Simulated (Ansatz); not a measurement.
Take La2O3 (space group P-3m1, No. 164) as the base.

```cif
data_La2O3
_chemical_formula_sum 'La2 O3'
_space_group_name_H-M_alt 'P-3m1'
_space_group_IT_number 164
_space_group_name_Hall '-P 3 2"'
_cell_length_a 3.93527
_cell_length_b 3.93527
_cell_length_c 6.12627
_cell_angle_alpha 90.000
_cell_angle_beta 90.000
_cell_angle_gamma 120.000
loop_
_atom_site_label
_atom_site_type_symbol
_atom_site_symmetry_multiplicity
_atom_site_Wyckoff_symbol
_atom_site_fract_x
_atom_site_fract_y
_atom_site_fract_z
_atom_site_occupancy
La1 La 2 d 0.33333 0.66667 0.24614 1
O1 O 1 a 0.00000 0.00000 0.00000 1
O2 O 2 d 0.66667 0.33333 0.35388 1
```

Level of theory: r2SCAN (Ansatz, a quantum-chemistry and plane-wave program; PAW; 500 eV plane waves; scalar-relativistic without spin-orbit coupling).

Base values:

```
Item                        Result
-------------------  -------------
Electron mass        1.3 mₑ (at K)
Band gap                   4.23 eV
Lattice parameter a        3.935 Å
```

Perturbation: cell and atoms relaxed at a pressure of 22.5 GPa.

Task: How does this affect the electron mass?

Result: The electron mass becomes 1.1 mₑ along c, 1.0 mₑ across (at K) (base: 1.3 mₑ (at K)).

Task: What happens to the band gap?

Result: The band gap drops by 0.114 eV, from 4.23 eV to 4.11 eV.

Task: Predict the new lattice parameter a.

Result: The lattice parameter a shrinks by 0.081 Å to 3.854 Å.

Load acts through the strain it causes; cell and atoms are relaxed under it. Masses are band curvatures over ±0.01 Å⁻¹ around the edge. Stability against distortions was not tested. No other phases were tried under pressure.
